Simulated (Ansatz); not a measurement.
A working Ansatz (a program for electronic structure) input for Mg6TiCd (Amm2, 8 atoms in the cell) (DFT, PBEsol, plane waves, default PAW files made with PBE):

Ansatz 0.2 input:
```yaml
crystal:
  lattice:
    - [4.981360, 0.000000, 0.000000]
    - [0.000000, 3.139885, 5.505100]
    - [0.000000, -3.139885, 5.505100]
  atoms:
    - { symbol: Mg, position_ang: [2.490680, 1.553552, 4.594997] }
    - { symbol: Mg, position_ang: [2.490680, -1.553552, 4.594997] }
    - { symbol: Mg, position_ang: [0.000000, 1.604042, 6.441297] }
    - { symbol: Mg, position_ang: [0.000000, -1.604042, 6.441297] }
    - { symbol: Mg, position_ang: [0.000000, -0.000000, 3.624778] }
    - { symbol: Mg, position_ang: [0.000000, -0.000000, 9.168744] }
    - { symbol: Ti, position_ang: [2.490680, 0.000000, 1.848282], spin: 1.0 }
    - { symbol: Cd, position_ang: [2.490680, -0.000000, 7.326187] }
basis:
  ecutwfc: 420.0
kpoints:
  mp_grid:
    grid: [4, 3, 3]
hamiltonian:
  xc: pbesol
  pseudopotentials:
    kind: paw
magnetization:
  spin_polarized: true
scf:
  occupations:
    method: methfessel_paxton
    width: 0.1
output:
  forces: true
  eigenvalues: true
  stress: true
```

The run converged in 19 iterations: free energy E − TS (on the zero of these files) -22129.6233 eV; Fermi level (on the code's own zero) 7.65 eV; pressure -1.40 GPa; largest force (vector length) 0.127 eV/Å; size of the cell's spin moment 1.34 μB. Each of these slips is then made, one at a time:

(1)
```diff
-    grid: [4, 3, 3]
+    grid: [1, 1, 1]
```

(2)
```diff
-    width: 0.1
+    width: 2.0
```

Question: Predict the outcome of each change.

Answer: 
(1) A single k-point for a small metallic cell. The run converged in 20 iterations without an error; against the sound input the free energy rises by 83.5 meV/atom, the pressure goes from -1.40 to -0.89 GPa, the largest force goes from 0.127 to 0.377 eV/Å and the size of the net moment goes from 0.17 to 0.25 μB/atom.

(2) A smearing width that is far too large. The run converged in 16 iterations without an error; against the sound input the free energy falls by 59.6 meV/atom, the pressure goes from -1.40 to -1.14 GPa, the largest force goes from 0.127 to 0.069 eV/Å and the size of the net moment goes from 0.17 to 0.00 μB/atom.

The starting cell comes from a database of computed structures (which also holds hypothetical and non-ambient phases and stackings), without a prior relaxation at this level. With one magnetic atom in the cell only a parallel order is possible. Ansatz's pressure includes its estimate of the finite-basis (Pulay) stress. Without a gap this mesh is coarse (it stands for a supercell whose shortest vector is 19 Å).

Left out of this page: 4 runs of the series outside the window shown, repeating another row's setting, or not comparable.
